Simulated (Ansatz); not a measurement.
Worked example: self-consistent single point of a (001) slab of TePd3 (cut from a parent of space group no. 65; 4 atoms in the cell) in Ansatz (a program for electronic structure).

Method: LDA (PW92), harder PAW files (source: ansatz) made with PBE (plane waves; Ansatz).

```
CELL_PARAMETERS angstrom
      3.51623     0.00000     0.00000
     -3.53343     3.51619     0.00000
      0.00000     0.00000    14.26060
ATOMIC_POSITIONS crystal
  Pd 0.00000 0.50000 0.54878
  Pd 0.00000 0.50000 0.35062
  Pd 0.00000 0.00000 0.44969
  Te 0.00000 0.00000 0.64938
```

Reference input (self-consistent single point, DFT, LDA (PW92), plane waves, harder PAW files (source: ansatz) made with PBE): basis.ecutwfc = 640 eV; kpoints.mp_grid.grid = 13 13 1; hamiltonian.xc = lda; hamiltonian.pseudopotentials = {kind: paw, source: ansatz}; scf.occupations.method = gaussian; scf.occupations.width = 0.2 eV; efield.axis = 3; efield.dipole_correction = true. This run's input differs from it in these lines:

Ansatz 0.2 input:
```diff
@@ -12,3 +12,3 @@
 basis:
-  ecutwfc: 640.0 eV
+  ecutwfc: 1280.0 eV
 kpoints:
```

Output (repeated stretches shortened):

```
SCF iter   1: F=—  HF=-27369.448519 eV  |F-HF|=—  |Δ(HF+E_count)|=         —  Δρ=1.02e-1  dr2=2.72e1  ethr=3.10e-3  p=0.000 e·Å  D=7.04e-5 V/Å  ΔV_dip=-0.00 eV  dr2_dipole=9.45e-1  V_vac-E_F(+/−)=3.27/3.28 eV  ⟨swp⟩=8.9  Hψ=9552  notcnv=0
all-band conjugate gradients solve this SCF's bands
efield: sawtooth ramp at fractional position 0.9500 (placed from the atoms, in the widest stretch of the axis that holds none …
   [... lines left out ...]
WARN: efield: at this solve's end the planar-averaged density reaches 2.44e-4 e/Å³ inside the ramp window [0.8799, 0.1201] (bound 1e-5 e/Å³) …
SCF 1 converged in 10 iterations: F = -27364.919611 eV  dr2 = 7.81e-8
Free energy (F): -27364.919611 eV
Internal energy: -27364.804656 eV  (E = F + TS)
E sigma→0 (E₀):  -27364.862134 eV
Entropy (-TS):   -0.114955 eV (-28.739 meV/atom)
Fermi energy:    3.718175 eV
Dipole field:    D = 0.055318 V/Å  (p = 0.053901 e·Å, saw-weighted, corrected)
Work function:   Φ+ = withheld (plateau slope 2.0e-2 eV/Å)   Φ− = withheld (plateau slope 1.2e-2 eV/Å)
Levels:          The Fermi level and band energies are counted from a zero that moves with the ramp; work functions are not
Vacuum region:   at the solve's end the planar-averaged density reaches 2.44e-4 e/Å³ inside the ramp window [0.8799, 0.1201] (bound 1e-5 e/Å³)
--- Forces (eV/Å), atoms counted from 1 ---
  atom   1  Pd    -0.00000000     0.00000000     0.33295671
  atom   2  Pd    -0.00000000     0.00000000     1.45503458
  atom   3  Pd     0.00000000     0.00000000     0.29373886
  atom   4  Te     0.00000000     0.00000000    -2.08183503
```

The run converged in 10 iterations. Against the reference run the free energy drops by 1.1 meV/atom and the largest force stays at 2.082 eV/Å.

The starting cell comes from a database of computed structures (which also holds hypothetical and non-ambient phases and stackings), without a prior relaxation at this level. The slab is cut from that crystal, and its faces are unrelaxed. Spin polarisation is off. Forces in this geometry exceed 1 eV/Å.

Cost on one core of a shared machine: roughly 3 min.
